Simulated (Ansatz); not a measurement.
Relaxation of the atoms of a sheet of SnO₂ (3 atoms in the cell) at several settings

```
SnO2
1.0
    2.98346     0.00000     0.00000
   -1.49173     2.58375     0.00000
    0.00000     0.00000    16.44453
Sn O
1 2
Direct
  0.00000   0.00000   0.50000
  0.33333   0.66667   0.57433
  0.66667   0.33333   0.42567
```

Base: Ansatz (an electronic-structure program) with LDA (PW92), default PAW files made with PBE. Its settings: basis.ecutwfc = 30.9 Ry; kpoints.mp_grid.grid = 13 13 1; hamiltonian.xc = lda; hamiltonian.pseudopotentials = {kind: paw} (the program's default PAW files); scf.occupations.method = gaussian; scf.occupations.width = 0.0037 Ry.

Each line gives the change from the base single point and the result:

- relax: default → atoms: pressure averaged over the cell with its vacuum 5.46 GPa; relaxation steps 4; free energy against the base single point -105.1 meV/atom.
- atoms moved at random; scf.convergence.dr2_threshold: default (1e-07 eV) → 0.001 eV; relax: default → atoms; relax.f_tol: default → 0.03 eV/Å: pressure averaged over the cell with its vacuum 5.46 GPa; largest force (vector length) 0.013 eV/Å; relaxation steps 4; free energy against the base single point -105.1 meV/atom.
- atoms moved at random; relax: default → atoms; relax.f_tol: default → 0.03 eV/Å: pressure averaged over the cell with its vacuum 5.45 GPa; largest force (vector length) 0.003 eV/Å; relaxation steps 4; free energy against the base single point -105.1 meV/atom.

The starting cell was generated: these elements placed on a structure prototype, without a prior relaxation; it need not be a known phase or ordering of this composition. Its lattice was rescaled in the plane by a random factor within 2.5 % of one. In the base run, forces exceed 1 eV/Å.

Keys are those of Ansatz 0.2.
